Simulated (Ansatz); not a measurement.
# A self-consistent single point of BePd (P4mm, 2 atoms in the cell) with Ansatz

Method: PBEsol, default PAW files made with PBE (plane waves; Ansatz, a program for electronic structure).

The input file:

Ansatz 0.2 input:
```yaml
crystal:
  lattice:
    - [2.803205, 0.000000, 0.000000]
    - [0.000000, 2.803205, 0.000000]
    - [0.000000, 0.000000, 2.803205]
  atoms:
    - { symbol: Be, position: [0.000000, 0.000000, 0.017837] }
    - { symbol: Pd, position: [0.500000, 0.500000, 0.500000] }
basis:
  ecutwfc: 420.0 eV
kpoints:
  mp_grid: { grid: [12, 12, 12] }
hamiltonian:
  xc: pbesol
  pseudopotentials: { kind: paw }
scf:
  occupations: { method: fermi_dirac, width: 0.1 eV }
output:
  forces: true
  eigenvalues: true
  stress: true
```

The program printed (abridged):

```
WARN ansatz: RAYON_NUM_THREADS=1 ignored (pool sized by the plan → 1); use --threads N
Pseudopotentials: kind: paw
Pseudopotential: Be, paw, valence charge 2
Pseudopotential: Pd, paw, valence charge 18
Crystal: 2 atoms, lattice volume = 22.027 Å³
Basis set: ecut = 420 eV, 437 PW (Γ), exchange–correlation on 40×40×40 points (8 copies of the dense FFT grid, shifted against one another)
Bands: 14, of which v1, the nominal top of the filled ones, is band 10 counted from 1 (9 counted from 0)
Symmetry: 8 space group operations
Space group: P4mm (ITA 99), of the structure as read, at distance tolerance 2.8e-5 Å
k-points: 196 of 1728 (time reversal used)
PAW frozen core: Be, regenerated for the run's functional, and the local potential with it
PAW frozen core: Pd, regenerated for the run's functional, and the local potential with it
Initial density: superposition of atomic densities (neutral atoms: chi_scale 0, normalization atom), corrected by the library's trained network
Initial wavefunctions: pseudopotential atomic-orbital guess
Eigensolver: davidson
Functional: x = pbesol(κ = 0.804, μ = 0.12345679012345678), c = pbesol(β = 0.046)
SCF iter   1: F=—  HF=-6998.255601 eV  |F-HF|=—  |Δ(HF+E_count)|=         —  Δρ=8.75e-3  dr2=1.70e-2  ethr=1.77e-3  ⟨swp⟩=5.0  Hψ=15551  notcnv=0
all-band conjugate gradients solve this SCF's bands
preconditioner: auto → none
SCF iter   2: F=—  HF=-6998.252621 eV  |F-HF|=—  |Δ(HF+E_count)|=   2.98e-3  Δρ=4.58e-3  dr2=5.03e-3  ethr=8.49e-5  ⟨swp⟩=1.0  Hψ=4312  notcnv=0
SCF iter   3: F=—  HF=-6998.251497 eV  |F-HF|=—  |Δ(HF+E_count)|=   1.12e-3  Δρ=2.54e-4  dr2=7.29e-6  ethr=2.51e-5  ⟨swp⟩=2.7  Hψ=3846  notcnv=0
SCF iter   4: F=—  HF=-6998.251492 eV  |F-HF|=—  |Δ(HF+E_count)|=   5.22e-6  Δρ=4.04e-5  dr2=1.11e-7  ethr=3.65e-8  ⟨swp⟩=2.7  Hψ=4780  notcnv=0
iter 5 did not close the SCF: its close was put off for the readings that it lacked (scf_convergence_deferred on its scf_iter line)
SCF iter   5: F=-6998.251492 eV  HF=-6998.251492 eV  |F-HF|=1.53e-8  |Δ(HF+E_count)|=   7.66e-8  Δρ=9.84e-6  dr2=2.07e-8  ethr=5.57e-10  ⟨swp⟩=2.3  Hψ=4241  notcnv=0
SCF iter   6: F=-6998.251492 eV  HF=-6998.251492 eV  |F-HF|=3.27e-11  |Δ(HF+E_count)|=   7.45e-9  Δρ=1.78e-6  dr2=3.41e-10  ethr=1.03e-10  ⟨swp⟩=2.1  Hψ=8389  notcnv=0
SCF 1 converged in 6 iterations: F = -6998.251492 eV  dr2 = 3.41e-10
SCF converged after 6 iterations
Free energy (F): -6998.251492 eV
Harris-Foulkes:  -6998.251492 eV  (|F-HF|=3.27e-11)
Internal energy: -6998.225961 eV  (E = F + TS)
E sigma→0 (E₀):  -6998.238726 eV
Entropy (-TS):   -0.025531 eV (-12.766 meV/atom)
Fermi energy:    17.031741 eV
--- Per-component energies (eV) ---
  E_band       = -188.258334
  E_kinetic    = 534.380645
  E_local      = -2192.286229  (includes V_loc(G=0)·N_el)
  E_nonlocal   = 221.985313
  E_hartree    = 905.785408
  E_xc         = -188.430428
  E_vxc        = -233.527010  (∫ρ·V_xc dr)
  E_paw        = -3741.533901  (= ΣΔE_a)
  E_vpaw       = -330.381945  (= ΣTr[D̂ρ^β])
  E_aug_tail   = 0.000224  (compensation charges beyond the density's cutoff)
  E_ewald      = -2538.439049
  E_core_change = 0.312055  (= ΣΔE_core)
  E_smearing   = -0.025531  (= −TS)
  E_closure    = 0.000000  (closes the sum)
  Σ components = -6998.251492   (vs F -6998.251492, Δ=0.00e0)
--- Forces (eV/Å), atoms counted from 1 ---
  atom   1  Be     0.00000000     0.00000000    -0.21560516
  atom   2  Pd    -0.00000000     0.00000000     0.21564506
  max |Σ_I F_I| component: 3.99e-5 eV/Å
--- Stress (GPa, compression-positive) ---
       -0.777078       0.000000       0.000000
        0.000000      -0.777078       0.000000
        0.000000       0.000000      -0.928929
  P = ⅓ Tr σ = -0.8277 GPa (-8.277 kbar)
  The stress holds the Pulay correction. Without it, at fixed plane waves, as pw.x and ABINIT print it: P = -0.8711 GPa
--- Band table (eV; the first three rows and the last of 196) ---
  k-point 0: bands = ["-68.3511", "-34.0080", "-34.0080", "-34.0070", "7.2597", "11.3465", "11.3477", "14.6831", "14.6840", "14.6840", "22.4193", "22.4193", "22.4391", "31.3362"]
  k-point 1: bands = ["-68.3501", "-34.0197", "-34.0069", "-34.0069", "7.3946", "11.3786", "11.4174", "14.5488", "14.5488", "14.6926", "21.9245", "22.6768", "22.6768", "31.1319"]
  k-point 2: bands = ["-68.3474", "-34.0542", "-34.0039", "-34.0039", "7.7812", "11.4645", "11.6143", "14.2094", "14.2094", "14.7188", "20.7322", "23.3840", "23.3840", "30.5218"]
  k-point 195: bands = ["-68.3076", "-34.1549", "-34.1549", "-34.1538", "10.5466", "10.5501", "10.5501", "15.8159", "15.8165", "21.7929", "22.5745", "22.5745", "22.6275", "23.8735"]
```

The run converged in 6 iterations.

The starting cell comes from a database of computed structures (which also holds hypothetical and non-ambient phases and stackings), without a prior relaxation at this level. Its lattice was rescaled by up to half a per cent. One atom was moved a little off its site on purpose. Spin polarisation is off. Ansatz's pressure includes its estimate of the finite-basis (Pulay) stress.
